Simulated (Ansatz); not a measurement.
The starting structures come from a database of crystals and need not be the phases stable at ambient conditions.

By PBEsol, the system below comes out a metal.

```
CELL_PARAMETERS angstrom
      3.29947     0.00000     0.00000
      0.00000     3.29947     0.00000
      0.00000     0.00000     3.29947
ATOMIC_POSITIONS crystal
  Sc 0.50000 0.50000 0.50000
  Pd 0.00000 0.00000 0.00000
```

Space group of this cell: Pm-3m, CsCl type. The cell is taken as given; by PBEsol its mean pressure is -3.4 GPa.

The current runs along the normal of the first two printed vectors, the (001) plane. All runs by Ansatz (a quantum-chemistry and plane-wave program), plane waves and PAW, without spin-orbit coupling; the base is PBEsol.

```json
[
 {"run": "base", "mean pressure (GPa)": "-3.4", "G/A, both spins (10¹⁵ S/m²)": "0.86"},
 {"run": "all lengths scaled by 0.98", "mean pressure (GPa)": "4.0", "G/A, both spins (10¹⁵ S/m²)": "0.90"},
 {"run": "all lengths scaled by 1.02", "mean pressure (GPa)": "-9.1", "G/A, both spins (10¹⁵ S/m²)": "0.81"},
 {"run": "lengths across the current scaled by 0.98, ions clamped", "mean pressure (GPa)": "1.3", "G/A, both spins (10¹⁵ S/m²)": "0.90"},
 {"run": "lengths across the current scaled by 1.02, ions clamped", "mean pressure (GPa)": "-7.4", "G/A, both spins (10¹⁵ S/m²)": "0.81"},
 {"run": "lengths along the current scaled by 0.97, ions clamped", "mean pressure (GPa)": "0.1", "G/A, both spins (10¹⁵ S/m²)": "___"},
 {"run": "lengths along the current scaled by 1.03, ions clamped", "mean pressure (GPa)": "-6.5", "G/A, both spins (10¹⁵ S/m²)": "___"}
]
```

**Question.** Some entries are withheld; supply them.

**Answer.** 
- lengths along the current scaled by 0.97, ions clamped, G/A, both spins (10¹⁵ S/m²): 0.87
- lengths along the current scaled by 1.03, ions clamped, G/A, both spins (10¹⁵ S/m²): 0.85
